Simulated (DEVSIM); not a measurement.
System: abrupt Si n-p junction, at 250 K.

Layer 1 from the left is Si, thickness (μm) 0.280, Nd (cm⁻³) 4.1e15, τn (s) 5.9e-7, τp (s) 5.9e-7. Layer 2 from the left is Si, thickness (μm) 17.0, Na (cm⁻³) 7.7e15, τn (s) 5.9e-7, τp (s) 5.9e-7.

Left contact: ohmic. Right contact: ohmic. Voltage is applied to the left contact. Recombination: SRH at mid-gap, radiative. Mobility is μmin + (μ − μmin)/(1 + (N/Nref)^α).

Constants are typed, rounded textbook-type inputs, not results; the design itself was drawn at random and stands for no fabricated device. Values at 300 K; Nc and Nv go as T^1.5, mobilities as T to minus their exponent, the gap by Varshni's rule with the affinity fixed.

Si: gap (eV) 1.124, affinity (eV) 4.05, permittivity 11.7, Nc (cm⁻³) 2.86e19, Nv (cm⁻³) 3.1e19, μn (cm²/Vs) 1417, μp (cm²/Vs) 470, μn,min 52, μp,min 45, Nref,n 9.7e16, Nref,p 2.2e17, αn 0.68, αp 0.72, T exponent of μn 2.3, T exponent of μp 2.2, B (cm³/s) 4.7e-15, Varshni α (eV/K) 0.000473, Varshni β (K) 636.

Model (solved in DEVSIM): 1D drift-diffusion, Boltzmann statistics, complete ionisation; no tunnelling, impact ionisation, image-force lowering or self-heating.

Q: What does the simulation give for the largest field in the device at zero bias, the dark forward voltage at 1 A/cm², the potential step across the device at zero bias?

A: largest field in the device at zero bias 26000 V/cm; dark forward voltage at 1 A/cm² 0.627 V; potential step across the device at zero bias 0.778 V.
